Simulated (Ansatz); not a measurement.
An Ansatz (an electronic-structure program) input (r2SCAN/PAW in Ansatz, no SOC, earlier PAW set):

Ansatz 0.2 input:
```yaml
crystal:
  lattice:
    - [3.9147911977, 0, 0]
    - [-1.9573955988, 3.3903086277, 0]
    - [0, 0, 19.2492252295]
  atoms:
    - { symbol: Si, position: [0, 0, 0.0000879545] }
    - { symbol: Si, position: [0, 0, 0.5000879545] }
    - { symbol: Si, position: [0.6666666667, 0.3333333333, 0.8326446346] }
    - { symbol: Si, position: [0.3333333333, 0.6666666667, 0.3326446346] }
    - { symbol: Si, position: [0.6666666667, 0.3333333333, 0.1664955253] }
    - { symbol: Si, position: [0.3333333333, 0.6666666667, 0.6664955253] }
    - { symbol: Ge, position: [0, 0, 0.8744435953] }
    - { symbol: Ge, position: [0, 0, 0.3744435953] }
    - { symbol: Ge, position: [0.6666666667, 0.3333333333, 0.7080756505] }
    - { symbol: Ge, position: [0.3333333333, 0.6666666667, 0.2080756505] }
    - { symbol: Ge, position: [0.6666666667, 0.3333333333, 0.0419526399] }
    - { symbol: Ge, position: [0.3333333333, 0.6666666667, 0.5419526399] }
basis: { ecutwfc: 500, ecutrho_ratio: 4, xc_grid: 4, fft_grid_basis: typed }
kpoints: { mp_grid: { grid: [8, 8, 2] } }
hamiltonian:
  xc: r2scan
  dispersion: none
  pseudopotentials: { azcp: { folder: ./paw }, kind: paw }
scf: { occupations: { method: fermi_dirac, width: 0.05 }, convergence: { dr2_threshold: 0.0000000012 } }
output: { forces: true, stress: true }
checkpoint: { write: state.ck, write_every: 1000 }
```

Q: Which symmetry and how many k-points will the program report, and about how many plane waves at Γ?

A: Space group P63mc (ITA 186) with 12 operations, k-points 20 of 128, and 6473 plane waves at Γ.

Stability against distortions was not tested. The cell was made from SiC by this change: C → Ge; the result is a model cell, its experimental status unchecked.
